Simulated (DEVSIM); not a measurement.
Device: Schottky contact on n-type Ge, at 250 K.

Layer 1 from the left is Ge, thickness (μm) 4.50, Nd (cm⁻³) 1.2e17, τn (s) 0.00011, τp (s) 0.00011.

Left contact: Schottky, work function 4.5 eV, emission velocity 9.7e6 cm/s. Right contact: ohmic. Voltage is applied to the left contact. Recombination: SRH at mid-gap. Mobility is μmin + (μ − μmin)/(1 + (N/Nref)^α).

This is a model device: material constants are rounded textbook-type values typed into the input, and sizes, dopings and lifetimes were drawn at random. Values at 300 K; Nc and Nv go as T^1.5, mobilities as T to minus their exponent, the gap by Varshni's rule with the affinity fixed.

Ge: gap (eV) 0.664, affinity (eV) 4, permittivity 16, Nc (cm⁻³) 1.04e19, Nv (cm⁻³) 6e18, μn (cm²/Vs) 3900, μp (cm²/Vs) 1900, μn,min 150, μp,min 100, Nref,n 2.6e17, Nref,p 4e17, αn 0.56, αp 0.6, T exponent of μn 1.66, T exponent of μp 2.33, Varshni α (eV/K) 0.000477, Varshni β (K) 235.

Q: Estimate by hand the built-in potential, the peak field at zero bias, and compare with a numerical solution.

A: 
- Built-in potential: barrier φB = 0.500 eV; Vbi = φB − kT/q ln(N_band/N) = 0.410 V; numerical 0.410 V.
- Peak field at zero bias: depletion approximation: W = √(2εVbi/(qN)) = 0.0777 μm with N = 1.20e17 cm⁻³; field = 2Vbi/W = 105000 V/cm; numerical 102000 V/cm (estimate above by 3.4 %).

DEVSIM, 1D drift-diffusion, Boltzmann statistics, complete ionisation; no tunnelling, impact ionisation, image-force lowering or self-heating. Metal contacts follow the ideal Schottky-Mott rule: no Fermi-level pinning, no interface dipoles.
